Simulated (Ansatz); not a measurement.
CH3 on the 1x1 (111) surface of fcc Ag, one in a 2x2 cell, energies for each (29.8 Å²). Energies are against CH4(g) − ½ H2(g), without zero-point or thermal terms; each row is named by its start.

These are PBE (plane waves to 420 eV, PAW; Ansatz, a quantum-chemistry and plane-wave program) values and carry that method's errors.

Set-up: 20 atoms, 7.1 Å thick at the start under the adsorbate (thin: gaps and levels are the slab's own); mesh 6x6x1; 0.1 eV smearing; dipole correction on; 8 atoms held, the rest relaxed; each run with such symmetry as its start has; spin-polarised, no spin-orbit, no U, no dispersion correction.

A negative adsorption energy means that the adsorbate is more stable on the surface than in its reference. Starts that drift may end in the same place. Heights count from the host atoms within 0.3 Å of the top one.

| starting site | E_ads (eV) | height (Å) | nearest host atom (Å) | bonded to | Δ work function (eV) | lateral drift (Å) | moment (μB) |
|---|---|---|---|---|---|---|---|
| top Ag | 1.52 | 2.36 | Ag 2.18 | Ag | 0.06 | 0.0 | 0.0 |
| hollow Ag-Ag-Ag over Ag at depth 2.4 Å | 1.66 | 1.97 | Ag 2.57 | 3 Ag | -0.38 | 0.0 | 0.0 |
| hollow Ag-Ag-Ag over Ag at depth 4.7 Å | 1.65 | 1.98 | Ag 2.56 | 3 Ag | -0.40 | 0.0 | 0.0 |
| bridge Ag-Ag (span 2.9 Å) | 1.52 | 2.37 | Ag 2.18 | Ag | 0.07 | 1.5 | 0.0 |
